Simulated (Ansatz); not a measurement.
An Ansatz (a program for electronic structure) run: hypothetical cubic perovskite RbHgI3 with a change (biaxial strain +0.39 %, plane normal [110], relaxed out of plane); PBEsol (Ansatz), no SOC.

Input:

Ansatz 0.2 input:
```yaml
crystal:
  lattice:
    - [5.9259948552, 0, 0]
    - [0, 8.3806222948, 0]
    - [0, 4.1903111474, 4.1658930577]
  atoms:
    - { symbol: Rb, position: [0, 0, 0] }
    - { symbol: Hg, position: [0.5, 0.5, 0] }
    - { symbol: I, position: [0.5, 0.5, 0.5] }
    - { symbol: I, position: [0, 0.5, 0] }
    - { symbol: I, position: [0.5, 0, 0.5] }
basis: { ecutwfc: 420, ecutrho_ratio: 4, xc_grid: 2, fft_grid_basis: typed }
kpoints: { mp_grid: { grid: [8, 8, 8] } }
hamiltonian:
  xc: pbesol
  dispersion: none
  pseudopotentials: { kind: paw }
scf: { occupations: { method: fermi_dirac, width: 0.05 } }
relax: { f_tol: 0.005, max_steps: 50, cell: { stress_tol: 0.01, fix: [a, b, gamma] } }
output: { forces: true, stress: true }
checkpoint: { write: state.ck, write_every: 1000 }
```

Output (explanatory and most iteration lines left out):

```
Relaxation: its limit of steps is 50 (relax.max_steps)
Pseudopotential: Rb, paw, valence charge 9
Pseudopotential: Hg, paw, valence charge 20
Pseudopotential: I, paw, valence charge 17
Crystal: 5 atoms, lattice volume = 206.893 Å³
Basis set: ecut = 420 eV, 3985 PW (Γ), exchange–correlation on 80×120×80 points (8 copies of the dense FFT grid, shifted against one another)
Bands: 48, of which v1, the nominal top of the filled ones, is band 40 counted from 1 (39 counted from 0)
Symmetry: 8 space group operations
Space group: Cmmm (ITA 65), of the structure as read, at distance tolerance 5.9e-5 Å
k-points: 105 of 512
Functional: x = pbesol(κ = 0.804, μ = 0.12345679012345678), c = pbesol(β = 0.046)
SCF iter   1: F=—  HF=-39185.414551 eV  |F-HF|=—  |Δ(HF+E_count)|=         —  Δρ=2.06e-3  dr2=8.03e-3  ethr=1.77e-3  ⟨swp⟩=9.3  Hψ=22842  notcnv=0  defer=71
SCF iter   2: F=—  HF=-39185.415301 eV  |F-HF|=—  |Δ(HF+E_count)|=   7.51e-4  Δρ=1.04e-3  dr2=2.36e-3  ethr=1.00e-5  ⟨swp⟩=3.1  Hψ=12003  notcnv=0  defer=204
SCF 1 converged in 7 iterations: F = -39185.415565 eV  dr2 = 3.00e-8
relax step   1: F+E_penalty+E_count = -39185.41556526 eV  Δ(F+E_penalty+E_count) = +0.000e0 eV  max|allowed force component| = 3.017e-28 eV/Å  Δτ_max = 0.0000 Å  P = -0.129 GPa  Ω = 206.893 Å³  fix = [a, b, gamma]  reactions: a -0.172, b -0.141 GPa  (7 SCF iters, dr2 threshold 1.00e-7 eV, accepted)
[... steps on the carried basis left out ...]
relax step   3: F+E_penalty+E_count = -39185.41573154 eV  Δ(F+E_penalty+E_count) = -7.083e-5 eV  max|allowed force component| = 1.136e-29 eV/Å  Δτ_max = 0.0000 Å  P = -0.077 GPa  Ω = 206.407 Å³  energy of the carried Pulay correction = +5.365e-5 eV  fix = [a, b, gamma]  reactions: a -0.138, b -0.094 GPa  (5 SCF iters, dr2 threshold 4.84e-9 eV, accepted)
Crystal: 5 atoms, lattice volume = 206.407 Å³
SCF iter   1: F=—  HF=-39185.415769 eV  |F-HF|=—  |Δ(HF+E_count)|=         —  Δρ=2.93e-6  dr2=6.22e-9  ethr=6.39e-7  ⟨swp⟩=3.3  Hψ=35924  notcnv=0
SCF iter   2: F=—  HF=-39185.415678 eV  |F-HF|=—  |Δ(HF+E_count)|=   9.06e-5  Δρ=1.92e-6  dr2=2.51e-9  ethr=7.77e-12  ⟨swp⟩=4.3  Hψ=15779  notcnv=0
SCF 4 converged in 6 iterations: F = -39185.415678 eV  dr2 = 4.11e-13
SCF converged after 6 iterations
Free energy (F): -39185.415678 eV
Internal energy: -39185.409403 eV  (E = F + TS)
E sigma→0 (E₀):  -39185.412540 eV
Entropy (-TS):   -0.006276 eV (-1.255 meV/atom)
Fermi energy:    5.092639 eV
--- Forces (eV/Å), atoms counted from 1 ---
  atom   1  Rb     0.00000000     0.00000000     0.00000000
  atom   2  Hg     0.00000000     0.00000000     0.00000000
  atom   3  I     -0.00000000     0.00000000    -0.00000000
  atom   4  I      0.00000000     0.00000000     0.00000000
  atom   5  I     -0.00000000     0.00000000     0.00000000
--- Stress (GPa, compression-positive) ---
       -0.137907       0.000000       0.000000
        0.000000      -0.093382       0.000000
        0.000000       0.000000       0.000617
  P = ⅓ Tr σ = -0.0769 GPa (-0.769 kbar)
--- Relaxed structure (3 steps of the walk, 3 accepted, 1 SCFs on fresh bases) ---
  cell:  # Å, volume = 206.4072 Å³
    - [5.9259948552, 0.0, 0.0]
    - [0.0, 8.3806222948, 0.0]
    - [0.0, 4.1903111474, 4.15611253444111]
  atoms:
    - { symbol: Rb, position: [-1.7773267865622066e-37, 1.444715693114921e-37, -2.889431386229842e-37] }
    - { symbol: Hg, position: [0.5, 0.5, -2.889431386229842e-37] }
    - { symbol: I, position: [0.5, 0.5000000000000001, 0.5] }
    - { symbol: I, position: [7.617114775905679e-38, 0.5, -2.889431386229842e-37] }
    - { symbol: I, position: [0.5, 0.0, 0.5] }
```

Without a gap, meshes like the base's 8×8×8 leave anisotropic stresses uncertain by several tenths of a GPa, and small strain energies with them. Stability against distortions was not tested. All final runs are without spin polarisation. The cell was made from RbHgI3 in the cubic perovskite structure (space group Pm-3m, No. 221; a hypothetical phase, not in the database extracts checked) by this change: biaxial strain +0.39 %, plane normal [110], relaxed out of plane. Many cubic perovskites are stable only at high temperature; tilts and polar distortions were not tested.
